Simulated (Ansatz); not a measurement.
## Ru, pressure series

Take Ru in the hcp (Mg type) structure (space group P6_3/mmc, No. 194) as the base.

Ru is modelled in the hexagonal space group P6₃/mmc (No. 194), the hcp (Mg type) structure, Pearson symbol hP2. Cell: a = 2.6919 Å, b = 2.6919 Å, c = 4.2457 Å, α = 90.00°, β = 90.00°, γ = 120.00°. Ru on 2c is surrounded by 12 Ru at 2.631–2.692 Å (anticuboctahedral). (Neighbours: up to the widest gap in distance over summed covalent radii, below 1.35, at either atom.)

Cell and atoms are relaxed at each pressure.

All numbers come from plane-wave PAW DFT at the PBEsol level (Ansatz, a program for electronic structure, 420 eV), no spin-orbit coupling.

```tsv
variant	lattice parameter a	c/a ratio
base	2.692 Å	1.577
pressure −2 GPa	2.697 Å	1.577
pressure −1 GPa	2.695 Å	1.577
pressure 0.9 GPa	2.689 Å	1.577
pressure 2.1 GPa	2.686 Å	1.578
pressure 4.5 GPa	2.680 Å	1.578
pressure 9 GPa	2.669 Å	1.579
pressure 15 GPa	2.655 Å	1.580
pressure 22.5 GPa	2.639 Å	1.581
pressure 30 GPa	2.625 Å	1.582
```

Load acts through the strain it causes; cell and atoms are relaxed under it. Stability against distortions was not tested. No other phases were tried under pressure. All final runs are without spin polarisation.
